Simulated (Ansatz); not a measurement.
System: rock-salt NaH. Method: LC-ωPBE in Ansatz (plane waves, PAW).

Settings: plane-wave cutoff 460 eV, 10×10×10 k mesh, Fermi–Dirac smearing 0.01 eV, scalar-relativistic PAW data made under PBE.

Response to compression and expansion:

```
V (Å³/atom)  P (GPa)  direct gap at Γ (eV)  smallest gap on the k mesh (eV)
-----------  -------  --------------------  -------------------------------
13.180          1.39                23.978                           10.076
13.526          0.65                23.614                           10.007
13.823          0.09                23.314                            9.950
14.220         -0.58                22.928                            9.877
14.567         -1.10                22.605                            9.815
```

The fundamental gap (9.94 eV at the equilibrium volume, on the SCF mesh) lies elsewhere than Γ–Γ.

Ansatz is an electronic-structure program.
